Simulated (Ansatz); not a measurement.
## How far PBE and PBEsol part for BaHfO3

The reference is BaHfO₃ in the cubic perovskite structure (space group Pm-3m, No. 221; a = 4.206 Å).

(Cell as relaxed with PBE.)

Levels (all Ansatz, an electronic-structure program, PAW): PBE (420 eV, no spin-orbit coupling); PBEsol (420 eV, without spin-orbit coupling).

Each level relaxes its own structure.

```tsv
quantity	PBE	PBEsol
volume per atom	14.88 Å³	14.37 Å³
lattice parameter a	4.206 Å	4.157 Å
band gap	3.62 eV	3.58 eV
gap character	indirect, R → Γ	indirect, R → Γ
electron mass (degenerate bands, along [100])	0.35, 0.35, 2.3 mₑ	0.33, 0.33, 2.2 mₑ
```

PBE's volume per atom lies 0.51 Å³ above PBEsol's (3.6 %); PBE's lattice parameter a lies 0.049 Å above PBEsol's (1.2 %); PBE's band gap lies 0.04 eV above PBEsol's; the two agree on the gap character. Neither level is exact; PBEsol is the comparison here, not a measurement.

With Hf present, leaving out spin-orbit coupling can change the band edges. Effective masses come from finite differences of ±0.01 Å⁻¹. Whether these cells are dynamically stable was not tested.
